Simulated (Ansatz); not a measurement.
Bond-angle distributions (per cent of the angles at each element, bins of 10°) of a relaxed model of amorphous As₂₂Te₃₃ at 5.26 g/cm³. The numbers are results of PBE, scalar-relativistic without spin-orbit coupling, PAW (Ansatz default set, large-core Te) (plane waves to 420 eV; Ansatz, a program for electronic structure), not measurements.

Preparation: random packing, a CHGNet melt and quench, and a DFT relaxation. The hot cell started wider than the set density and was brought back towards it in steps. It is the lowest in DFT energy of 4 quenches. It is a model cell: composition and starting density were chosen by hand, and all elements were melted together. No dispersion term was used. Its density started from a set value of 5.26 and ended at 5.26 g/cm³. The simulated quench (nominally 33 K/ps over its main leg) is rapid and tends to freeze in more defects than a deposited or slowly cooled glass has. A cell of this size samples the disorder only roughly. The volume was held where the preparation left it and the shape relaxed, at a PBE pressure of 0.7 GPa. Stress components on the final sampling reach 0.8 GPa. On a 2×2×2 Γ-centred mesh force components of up to 0.29 eV/Å stay, since the relaxation ran on one k-point at (1/4, 1/4, 1/4).

Bonds are counted up to As-As 2.78 Å, As-Te 2.92 Å, Te-Te 3.31 Å.

```
angle (°)  at As  at Te
---------  -----  -----
50-60          0      3
60-70          3      5
70-80          2      9
80-90         14     18
90-100        47     23
100-110       27     17
110-120        8      6
120-130        0      4
130-140        0      0
140-150        0      0
150-160        0      5
160-170        0      8
170-180        0      1
```

They go with these counts of neighbours within the cut-offs, cation contacts included: As mean 3.0, most often 3; Te mean 2.6, most often 2.
